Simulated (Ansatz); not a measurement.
Defect: interstitial N in bcc Nb, neutral cell. The step: a concerted move, in which N travels most; the atom moves 1.65 Å along (0.00, 0.00, -0.50) of the unit cell; the moving atom starts with neighbours 2 Nb at 2.02, 4 Nb at 2.24 Å and ends with 2 Nb at 2.02, 4 Nb at 2.24 Å. A PBE band in Ansatz (plane-wave PAW, a 2×2×3 k-point mesh shifted by half a step, 36 host sites, 32 SCF runs with any check of the saddle's order, static, no finite-size correction) gives a forward barrier of 1.29 eV. The saddle point's order was not checked, and it lies on a symmetry element of the cell, where a band can be held. Sites that were not tried may lie lower.

Single points at the band's start and saddle point can refine it. Rough cost of one point, in units of the band's mean SCF on the same machine:

| Level | Cost of one point |
|---|---|
| PBE, a 3×3×4 k-point mesh shifted by half a step | about 2 |
| r2SCAN at 500 eV, a 2×2×3 k-point mesh shifted by half a step | about 3 |

Which of these move the barrier by more than 0.1 eV, and how far does each move it?

Not one does. PBE, a 3×3×4 k-point mesh shifted by half a step: -0.05 eV; r2SCAN at 500 eV, a 2×2×3 k-point mesh shifted by half a step: +0.08 eV. Each functional is compared with PBE at the same k-points.

Ansatz is a program for electronic structure.
